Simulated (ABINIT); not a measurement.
A self-consistent single point of SnS (F-43m, 2 atoms in the cell) with ABINIT.

Level of theory: PBEsol, spin-orbit coupling, norm-conserving pseudopotentials (PseudoDojo nc-fr-04 PBEsol standard) (plane waves; ABINIT 10.0.3).

```yaml
crystal:
  lattice:
    - [0.00000, 3.26514, 3.26514]
    - [3.26514, 0.00000, 3.26514]
    - [3.26514, 3.26514, 0.00000]
  atoms:
    - { symbol: Sn, position: [0.00000, 0.00000, 0.00000] }
    - { symbol: S, position: [0.75000, 0.75000, 0.75000] }
```

Reference input (self-consistent single point, DFT, PBEsol, plane waves, norm-conserving pseudopotentials (PseudoDojo nc-sr-04 PBEsol standard)): pseudos = [Sn.upf, S.upf]; ecut = 36 Ha; occopt = 7; tsmear = 0.1 eV; ngkpt = 5 5 5; nshiftk = 1; shiftk = 0 0 0; potentials = PseudoDojo nc-sr-04 PBEsol standard; nband = 15; kptopt = 1; nstep = 80; tolvrs = 1e-12. This run's input differs from it in these lines:

```diff
@@ -1,2 +1,2 @@
-# SnS, PseudoDojo nc-sr-04 PBEsol standard
+# SnS, PseudoDojo nc-fr-04 PBEsol standard
 pp_dirpath "./"
@@ -17,5 +17,7 @@
 ecut 36
+nspinor 2
+nspden 1
 occopt 7
 tsmear 0.1 eV
-nband 15
+nband 34
 kptopt 1
```

Its files differ too (potentials: PseudoDojo nc-sr-04 PBEsol standard → PseudoDojo nc-fr-04 PBEsol standard).

Output (repeated stretches shortened):

```
--- !BeginCycle
solver: {iscf: 7, nstep: 80, nline: 4, wfoptalg: 0, }
tolerances: {tolvrs: 1.00E-12, }
...

     iter   Etot(hartree)      deltaE(h)  residm     vres2
 ETOT  1  -89.164455761288    -8.916E+01 4.107E-01 3.341E+02
 ETOT  2  -89.616308334126    -4.519E-01 2.496E-02 1.874E+02
 ETOT  3  -89.644660290826    -2.835E-02 4.370E-03 2.441E+00
 ETOT  4  -89.644840273815    -1.800E-04 3.221E-03 5.353E-01
 ETOT  5  -89.644853322431    -1.305E-05 2.173E-03 1.540E-01
   [... 5 lines left out ...]
 ETOT 11  -89.644867052342    -2.842E-13 3.190E-05 9.321E-10
 ETOT 12  -89.644867052341     1.421E-12 3.323E-05 5.224E-11
 ETOT 13  -89.644867052341    -3.411E-13 1.228E-05 1.684E-12
 ETOT 14  -89.644867052344    -2.643E-12 1.315E-05 2.884E-14
 At SCF step   14       vres2   =  2.88E-14 < tolvrs=  1.00E-12 =>converged.

 Cartesian components of stress tensor (hartree/bohr^3)
  sigma(1 1)=  6.10858311E-05  sigma(3 2)=  0.00000000E+00
  sigma(2 2)=  6.10858311E-05  sigma(3 1)=  0.00000000E+00
  sigma(3 3)=  6.10858311E-05  sigma(2 1)=  0.00000000E+00

 ----iterations are completed or convergence reached----

 reduced coordinates (array xred) for    2 atoms
       0.000000000000      0.000000000000      0.000000000000
       0.750000000000      0.750000000000      0.750000000000
 cartesian forces (eV/Angstrom) at end:
    1     -0.00000000000000    -0.00000000000000    -0.00000000000000
    2     -0.00000000000000    -0.00000000000000    -0.00000000000000
 frms,max,avg= 0.0000000E+00 0.0000000E+00   0.000E+00  0.000E+00  0.000E+00 e/A
   [... lines left out ...]
 Fermi (or HOMO) energy (hartree) =   0.04100   Average Vxc (hartree)=  -0.30405
   [... lines left out ...]
total_energy        : -8.96448670523439E+01
total_energy_eV     : -2.43936088844000E+03
band_energy         : -9.05232267993634E+00
...

-Cartesian components of stress tensor (GPa)         [Pressure= -1.7972E+00 GPa]
- sigma(1 1)=  1.79720690E+00  sigma(3 2)=  0.00000000E+00
- sigma(2 2)=  1.79720690E+00  sigma(3 1)=  0.00000000E+00
- sigma(3 3)=  1.79720690E+00  sigma(2 1)=  0.00000000E+00

 Calculation completed.
```

The run converged in 14 iterations. Against the reference run the pressure moves little (-1.81 to -1.80 GPa) and the gap on the mesh goes from 0.441 to 0.421 eV.

The starting cell comes from a database of computed structures (which also holds hypothetical and non-ambient phases and stackings), without a prior relaxation at this level.

Cost on one core of a shared machine: roughly 5 min.
